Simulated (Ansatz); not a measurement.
Ru (P6_3/mmc), PBEsol, DFPT electron-phonon coupling, linearised Boltzmann equation (Ansatz, a first-principles code): Condition of this run: hydrostatic pressure 5 GPa (the target of the relaxation). phonon-limited resistivity 6.25 μΩ·cm at 300 K along x (a = (2.68, 0.00, 0.00) Å; b = (-1.34, 2.32, 0.00) Å; c = (0.00, 0.00, 4.23) Å), 8.67 μΩ·cm at 400 K, current-weighted mean free path 9.9 nm, Drude plasma energy 8.61 eV.

Problem. What is the classical skin depth at 1 GHz (nonmagnetic, μ₀ = 1.257×10⁻⁶ H/m)?

Solution. δ = √(ρ/(π f μ₀)) = 3980 nm.

Problem. What Drude relaxation time do resistivity and plasma energy imply?

Solution. ω_p = 1.31e16 s⁻¹, so τ = 1/(ε₀ ω_p² ρ) = 10.6 fs, a damping ħ/τ of 62.3 meV.

Problem. Estimate the resistivity of a 80 nm square wire with diffuse walls from ρ ≈ ρ₀(1 + 3ℓ/4d).

Solution. 1 + 0.75 × 9.9/80 = 1.09, so ρ ≈ 6.83 μΩ·cm and a line 1 μm long has 10.7 Ω. The formula is the free-electron limit for d well above ℓ; grain boundaries add to it.

A metal at this level (no band gap). Only scattering by harmonic phonons is included (no impurities, grain boundaries, electron-electron scattering or thermal expansion). Spin-orbit coupling is left out. Halving the electron mesh (36x36x20) moves the resistivity by up to 5 % at 300 K, the mean free path by up to 4 %. Smearing 0.20 eV; phonons on a 6x6x3 q mesh, which this run doesn't test.
